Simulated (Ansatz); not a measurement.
Take WS$_{2}$ in the 2H-MoS2 type structure (space group P6_3/mmc, No. 194; a = 3.115 Å, c = 11.773 Å; layered, stacked along the Cartesian z axis) as the base.

Levels (all Ansatz, an electronic-structure program, PAW): PBEsol-D3(BJ) (420 eV, scalar-relativistic without spin-orbit coupling); r2SCAN (500 eV, no SOC).

The geometry is relaxed with PBEsol-D3(BJ).

| Quantity | Result |
|---|---|
| PBEsol-D3(BJ) gap character | indirect, Γ → K–Γ (44 % along) |
| PBEsol-D3(BJ) band gap | 0.65 eV |
| PBEsol-D3(BJ) smallest direct gap | 1.92 eV |

### Question
How does going to r2SCAN change the gap character, band gap and smallest direct gap?

### Answer
The gap character stays indirect, Γ → K–Γ (44 % along); the band gap grows by 0.16 eV, from 0.65 eV to 0.81 eV; the smallest direct gap goes up by 0.15 eV (1.92 eV → 2.07 eV).

Single points use the geometry relaxed with PBEsol-D3(BJ). Spin-orbit coupling, missing from the scalar runs, can matter with W. No phonon test of stability was made.
